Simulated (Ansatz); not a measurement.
Start from HgTe in the zinc blende structure (space group F-43m, No. 216; a = 6.651 Å).

Levels (all Ansatz, a first-principles code, PAW): PBE (420 eV, no spin-orbit coupling); r2SCAN (500 eV, spin-orbit coupling left out).

The geometry is relaxed with PBE.

* **PBE pressure**: 0.0 GPa

Problem. What does r2SCAN give at this geometry for the pressure?

Solution. The pressure goes from zero to -1.3 GPa.

Single points use the geometry relaxed with PBE. Their cutoffs differ, which shifts pressures a little. Whether these cells are dynamically stable was not tested. All final runs are without spin polarisation.
